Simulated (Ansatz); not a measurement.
The reference is MgSe in the rock salt structure (space group Fm-3m, No. 225).

```yaml
crystal:
  lattice:
    - [0.00000, 2.72489, 2.72489]
    - [2.72489, 0.00000, 2.72489]
    - [2.72489, 2.72489, 0.00000]
  atoms:
    - { symbol: Se, position: [0.00000, 0.00000, 0.00000] }
    - { symbol: Mg, position: [0.50000, 0.50000, 0.50000] }
```

Computed with PBEsol (Ansatz, a quantum-chemistry and plane-wave program; PAW; 420 eV plane waves; no spin-orbit coupling).

For the base:

| Property | Value |
|---|---|
| Valley order | X along ⟨100⟩ 1.78 eV; Γ 2.50 eV |
| Lattice parameter a | 5.450 Å |
| Hole mass | 0.16, 0.77, 0.77 mₑ (at Γ) |

One thing is altered: cell and atoms relaxed at a pressure of 9 GPa.

Estimate the effect on the valley order.

The valley order (the lowest conduction-band minima on the path, energy above the VBM, named in the base's zone) becomes X along ⟨100⟩ 1.95 eV; Γ 3.30 eV (base: X along ⟨100⟩ 1.78 eV; Γ 2.50 eV).

Predict the new lattice parameter a.

The lattice parameter a decreases by 0.198 Å to 5.252 Å.

How does this affect the hole mass?

The hole mass (degenerate bands, along [100]) goes from 0.16, 0.77, 0.77 mₑ (at Γ) to 0.18, 0.68, 0.68 mₑ (at Γ).

The levels and masses belong to the bands next to the band gap. Load acts through the strain it causes; cell and atoms are relaxed under it. Effective masses come from finite differences of ±0.01 Å⁻¹. No phonon test of stability was made. No other phases were tried under pressure.
